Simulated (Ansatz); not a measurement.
Effect of C → B on W2C

The reference is W₂C (space group P-3m1, No. 164; a = 3.009 Å, c = 4.623 Å).

One thing is altered: every C is replaced by B, then cell and atoms are relaxed.

The values are results of PBEsol-D3(BJ) (Ansatz, an electronic-structure program, PAW, scalar-relativistic without spin-orbit coupling), not measurements. Γ-centred 18×18×10 mesh, Fermi–Dirac width 0.05 eV.

The volume per atom rises by 0.37 Å³, from 12.08 Å³ to 12.45 Å³ and the lattice parameter a goes up by 0.030 Å to 3.039 Å. The c/a ratio is nearly the same (1.536 against 1.537) and the space group stays P-3m1 (No. 164). The shortest interatomic distance grows by 0.044 Å (2.101 Å → 2.145 Å) and the band gap stays zero.

Final structure:

```
CELL_PARAMETERS angstrom
      3.03865     0.00000     0.00000
     -1.51932     2.63155     0.00000
      0.00000     0.00000     4.67187
ATOMIC_POSITIONS crystal
  B  0.00000 0.00000 0.00000
  W  0.33333 0.66667 0.26410
  W  0.66667 0.33333 0.73590
```

Whether these cells are dynamically stable was not tested. As relaxed here, W2B is a hypothetical phase, not in the database extracts checked. The final runs are not spin-polarised. An odd electron count without spin: W2B.
